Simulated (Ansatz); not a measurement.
B4Si3 (model structure, started from the Al4C3 type, R-3m, No. 166, 7 atoms in the cell), treated with r²SCAN (PAW; Ansatz, an electronic-structure program).

Numerical settings: plane-wave cutoff 560 eV, 18×18×18 k mesh, Fermi–Dirac smearing 0.05 eV, scalar-relativistic PAW data made under PBE.

Cell (relaxed at this level):

```cif
data_B4Si3
_chemical_formula_sum 'B4 Si3'
_space_group_name_H-M_alt 'P 1'
_space_group_IT_number 1
_cell_length_a 9.73555
_cell_length_b 9.73555
_cell_length_c 9.73555
_cell_angle_alpha 17.810
_cell_angle_beta 17.810
_cell_angle_gamma 17.810
loop_
_space_group_symop_operation_xyz
  'x, y, z'
loop_
_atom_site_label
_atom_site_type_symbol
_atom_site_fract_x
_atom_site_fract_y
_atom_site_fract_z
_atom_site_occupancy
B1 B 0.84700 0.84700 0.84700 1
B2 B 0.15300 0.15300 0.15300 1
B3 B 0.70888 0.70888 0.70888 1
B4 B 0.29112 0.29112 0.29112 1
Si1 Si 0.77682 0.77682 0.77682 1
Si2 Si 0.22318 0.22318 0.22318 1
Si3 Si 0.00000 0.00000 0.00000 1
```

Q: What does this level give for the bulk modulus B0?

A: 
- bulk modulus B0 = 125 GPa

The run finds no gap.

Note: the bulk modulus is −V dP/dV from two relaxed cells at ±2 % in volume; the relaxation could raise the start's symmetry but not lower it, so the cell can be a saddle point.

Static lattice: no zero-point or thermal effects.

A model structure was made by putting elements into a prototype or built by hand; it is no filed structure, need not be a known phase, and can be a saddle point held by its symmetry.
